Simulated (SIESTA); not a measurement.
SIESTA run on LaGePd (C2/m, 6 atoms in the cell): relaxation of cell and atoms.

Method of the run: GGA PBEsol, numerical atomic orbitals DZP, PseudoDojo PBEsol standard norm-conserving potentials (rewritten from UPF to PSML) (SIESTA 5.4.2).

```xyz
6
Lattice="5.2734 -2.2844 0.0000 5.2734 2.2844 0.0000 -5.2711 0.0000 5.5782" Properties=species:S:1:pos:R:3 pbc="T T T"
La     1.1984     0.0000     3.9383
La     4.0773     0.0000     1.6399
Ge     1.1117     0.0000     0.6177
Ge     4.1640     0.0000     4.9605
Pd     7.1232     0.0000     1.5513
Pd    -1.8475     0.0000     4.0268
```

Reference input (self-consistent single point, DFT, GGA PBEsol, numerical atomic orbitals DZP, PseudoDojo PBEsol standard norm-conserving potentials (rewritten from UPF to PSML)): XC.functional = GGA; XC.authors = PBEsol; potentials = PseudoDojo PBEsol standard; PAO.BasisSize = DZP; PAO.EnergyShift = 0.01 Ry; MeshCutoff = 300 Ry; kgrid.MonkhorstPack = 5 5 3; OccupationFunction = MP; OccupationMPOrder = 0; ElectronicTemperature = 1578.21 K; MaxSCFIterations = 150; SCF.Mixer.Method = Pulay. This run's input differs from it in these lines:

```diff
@@ -47,2 +47,7 @@
 Diag.ParallelOverK           true
+MD.TypeOfRun                 Broyden
+MD.Steps                     40
+MD.MaxForceTol               0.02 eV/Ang
+MD.VariableCell              true
+MD.MaxStressTol              0.05 GPa
 WriteForces                  true
```

Output, abridged:

```
        iscf     Eharris(eV)        E_KS(eV)     FreeEng(eV)     dDmax    Ef(eV) dHmax(eV)
   scf:    1   -14084.202047   -14103.580218   -14103.606163  1.442341 -4.715267  2.506841
   scf:    2   -14104.302140   -14103.990853   -14104.018787  0.051807 -4.789202  1.852600
   scf:    3   -14104.355609   -14104.187895   -14104.217228  0.050419 -4.841310  1.071004
   scf:    4   -14104.309483   -14104.259842   -14104.289882  0.050651 -4.902177  0.327203
   scf:    5   -14104.266050   -14104.263788   -14104.293727  0.011382 -4.916286  0.120902
   scf:    6   -14104.264940   -14104.264461   -14104.294346  0.003792 -4.915584  0.028526
   scf:    7   -14104.264550   -14104.264521   -14104.294403  0.001819 -4.915734  0.008526
   scf:    8   -14104.264511   -14104.264519   -14104.294410  0.000236 -4.915437  0.002470
   scf:    9   -14104.264505   -14104.264512   -14104.294412  0.000172 -4.915274  0.001569
   scf:   10   -14104.264514   -14104.264513   -14104.294412  0.000042 -4.915243  0.000866
SCF Convergence by DM+H criterion
max |DM_out - DM_in|         :     0.0000416016
max |H_out - H_in|      (eV) :     0.0008655734
SCF cycle converged after 10 iterations

Using DM_out to compute the final energy and forces

siesta: E_KS(eV) =           -14104.2645

siesta: E_KS - E_eggbox =    -14104.2645

siesta: Atomic forces (eV/Ang):
     1    0.064621   -0.000000   -0.112034
   [... lines left out ...]
siesta: Pressure (static):        -23.45298338  kBar
siesta: Pressure (total):        -23.45298338  kBar
No target stress found, assuming hydrostatic MD.TargetPressure.
Target stress (kBar)
outcell: Cell volume (Ang**3)        :    132.3776
        iscf     Eharris(eV)        E_KS(eV)     FreeEng(eV)     dDmax    Ef(eV) dHmax(eV)
siesta: Pressure (static):         -0.17091489  kBar
siesta: Pressure (total):         -0.17091489  kBar
outcell: Cell volume (Ang**3)        :    132.3776
siesta: FreeEng =    -14104.333358
   [... lines left out ...]
siesta:      5    0.033960    0.000081   -0.021012
siesta:      6   -0.033796    0.000002    0.020898
siesta: ----------------------------------------
siesta:    Tot   -0.000047   -0.000035   -0.000013

siesta: Stress tensor (static) (eV/Ang**3):
siesta:    -0.000344   -0.000000   -0.000114
siesta:    -0.000000    0.000711   -0.000001
siesta:    -0.000115   -0.000001   -0.000046

siesta: Constrained stress tensor (static) (eV/Ang**3):
siesta:    -0.000344   -0.000000   -0.000115
siesta:    -0.000000    0.000711   -0.000001
siesta:    -0.000115   -0.000001   -0.000046

siesta: Cell volume =        132.377636 Ang**3

siesta: Pressure (static):
siesta:                Solid            Molecule  Units
siesta:          -0.00000116         -0.00001464  Ry/Bohr**3
siesta:          -0.00010668         -0.00134402  eV/Ang**3
siesta:          -0.17091489         -2.15334968  kBar
```

The relaxation ended unconverged. 

The starting cell comes from a database of computed structures (which also holds hypothetical and non-ambient phases and stackings), without a prior relaxation at this level. Values carry the incompleteness of an atom-centred basis.

Cost on one core of a shared machine: roughly 20 min.
